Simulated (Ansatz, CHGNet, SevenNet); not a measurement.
## BAs (model structure, started from the NiAs type, P6₃/mmc, No. 194, 4 atoms in the cell): properties by level of theory

| level (code) | lattice parameter a (Å) | lattice parameter c (Å) |
|---|---|---|
| CHGNet 0.3.0 | 3.385 | 4.851 |
| CHGNet-r²SCAN | ___ | 5.213 |
| SevenNet-l3i5 | ___ | 3.200 |
| r²SCAN+rVV10 (Ansatz) | ___ | 5.401 |

**Question.** Fill in the missing entries.

**Answer.** 
- CHGNet-r²SCAN, lattice parameter a (Å): 3.218
- SevenNet-l3i5, lattice parameter a (Å): 4.303
- r²SCAN+rVV10 (Ansatz, a first-principles code), lattice parameter a (Å): 3.251

Caveats: the cell has another shape than the first-principles one, perhaps another minimum in the same group (CHGNet 0.3.0, SevenNet-l3i5). Ansatz's density-functional and Hartree–Fock values are scalar-relativistic unless marked +SOC, with PAW data made under PBE.

A model structure was made by putting elements into a prototype or built by hand; it is no filed structure, need not be a known phase, and can be a saddle point held by its symmetry.
